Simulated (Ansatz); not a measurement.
Task: Name crystals whose band gap lies between 0.84 and 1.31 eV and whose electron conductivity mass lies between 0.24 and 0.38 mₑ, by PBEsol, rigid bands (Ansatz, a quantum-chemistry and plane-wave program).

Result: Many crystals can fit; among those computed here:
- BAs (F-43m): 1.08 eV, 0.30 mₑ
- SiC (F-43m): 1.24 eV, 0.30 mₑ
- Be$_{2}$C (Fm-3m): 1.08 eV, 0.30 mₑ
- BP (F-43m): 1.11 eV, 0.33 mₑ
- Rb₂PtC₂ (P-3m1): 1.06 eV, 0.31 mₑ

Masses are for dilute carriers at 300 K, harmonic means over directions unless an axis is named. Spin-orbit coupling is left out.

Formula and space group known from diffraction (Crystallography Open Database), not checked to be the room-temperature form: Be2C (Fm-3m), Rb2PtC2 (P-3m1). The missing spin-orbit coupling matters most for Rb2PtC2 (P-3m1).
